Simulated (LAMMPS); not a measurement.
Pressure dependence of Al (fcc) at 1210 K, from the melt.

Computed with classical MD, pair style meam, file AlSiMgCuFe.meam, run in LAMMPS.

| P (GPa) | state | volume | coordination number | self-diffusion coefficient of Al (not corrected for cell size) |
|---|---|---|---|---|
| 0 | liquid | 19.359 ± 0.010 Å³/atom | 10.5 (counted to 3.66 Å) | (5.7 ± 0.1) × 10^-5 cm²/s |
| 2 | liquid | 18.236 ± 0.007 Å³/atom | 11.0 (counted to 3.62 Å) | (5.28 ± 0.05) × 10^-5 cm²/s |
| 5 | liquid | 17.238 ± 0.005 Å³/atom | 11.5 (counted to 3.62 Å) | (4.6 ± 0.1) × 10^-5 cm²/s |

Caution: a run this short can hold a crystal over, or a liquid under, the potential's own melting point, which these runs don't give.

Estimate the isothermal bulk modulus at zero pressure. A parabola P(ln V) through the three points gives −dP/d ln V = 23 GPa at zero pressure.

States go by the mean squared displacement: a species diffuses where it passes 1.5 Å², still rises and gives D over 1e-6 cm²/s; a crystal has left its structure where atoms lie 0.35 Å off their sites on average or a cubic box changes its shape by 3 %, or the axial ratios of another lie 8 % off the starting cell's, which the potential's own relaxation can also do.

Errors of D are the spread over four groups of atoms in one short run; a floor of about 5 %, a picked value, is safer.

Uncertainties are statistical and leave out the potential's own error.
